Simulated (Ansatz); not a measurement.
TiGe (model structure, started from the NiAs type, P6₃/mmc, No. 194, 4 atoms in the cell): properties by level of theory

```json
[
 {"level (code)": "PBE (Ansatz)", "equilibrium lattice constant a (Å)": "3.595", "c axis length (Å)": "6.460", "formation enthalpy (eV/atom)": "-0.422"},
 {"level (code)": "PBEsol (Ansatz)", "equilibrium lattice constant a (Å)": "3.531", "c axis length (Å)": "6.430", "formation enthalpy (eV/atom)": "-0.467"},
 {"level (code)": "PBE-D3(BJ) (Ansatz)", "equilibrium lattice constant a (Å)": "3.524", "c axis length (Å)": "6.445", "formation enthalpy (eV/atom)": "-0.448"}
]
```

Ansatz's density-functional and Hartree–Fock values are scalar-relativistic unless marked +SOC, with PAW data made under PBE.

Computed values are for the static lattice.

A model structure was made by putting elements into a prototype or built by hand; it is no filed structure, need not be a known phase, and can be a saddle point held by its symmetry.

Ansatz is a program for electronic structure.
